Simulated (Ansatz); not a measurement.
The starting structures come from a database of crystals and need not be the phases stable at ambient conditions.

By PBEsol, the system below comes out a metal.

Without scattering a metal conducts by its projected Fermi surface.

Consider the following.

```yaml
crystal:
  lattice:
    - [2.46271, 0.00000, 0.00000]
    - [-0.95568, 2.26971, 0.00000]
    - [0.75351, 1.13486, 1.99009]
  atoms:
    - { symbol: Cu, position: [0.00000, 0.00000, 0.00000] }
```

Space group of this cell: Fmmm. The cell is strained (lengths along the current scaled by 0.97, ions clamped); by PBEsol its mean pressure is 3.8 GPa.

The current flows along the normal of the first two printed cell vectors. No spin-orbit coupling; the value is a mean over 0.1 eV about the Fermi level.

Task: Give the ballistic conductance per area that Ansatz (a first-principles code) with PBEsol yields.

Result: 1.2 × 10¹⁵ S/m² for both spins.
